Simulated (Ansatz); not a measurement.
# A computed series for TiO2: carrier doping

Start from TiO$_{2}$ in the rutile structure (space group P4_2/mnm, No. 136; a = 4.591 Å, c = 2.939 Å).

Carriers are added at fixed cell with a uniform background; the Fermi–Dirac width is that of 300 K.

Computed with DFT with PBEsol, PAW potentials and a 420 eV plane-wave cutoff in Ansatz (an electronic-structure program), spin-orbit coupling left out.

Base values:

- Gap between the host's bands = 1.87 eV

Task: The aim is a gap between the host's bands between 2.42 eV and 2.60 eV. Which of these changes reaches it?
(A) electrons 2.0×10^22 cm⁻³
(B) holes 3.0×10^21 cm⁻³
(C) electrons 7.0×10^21 cm⁻³
(D) electrons 3.0×10^21 cm⁻³

Result: A, electrons 2.0×10^22 cm⁻³. It gives 2.52 eV; electrons 3.0×10^21 cm⁻³ gives 1.97 eV; electrons 7.0×10^21 cm⁻³ gives 2.11 eV; holes 3.0×10^21 cm⁻³ gives 1.92 eV. Changes not listed may reach it too

Carriers are added with a uniform compensating background; total energy and stress of such cells depend on the potential's zero and are not compared; many-body gap narrowing is missing at this level. Whether these cells are dynamically stable was not tested. All final runs are without spin polarisation.
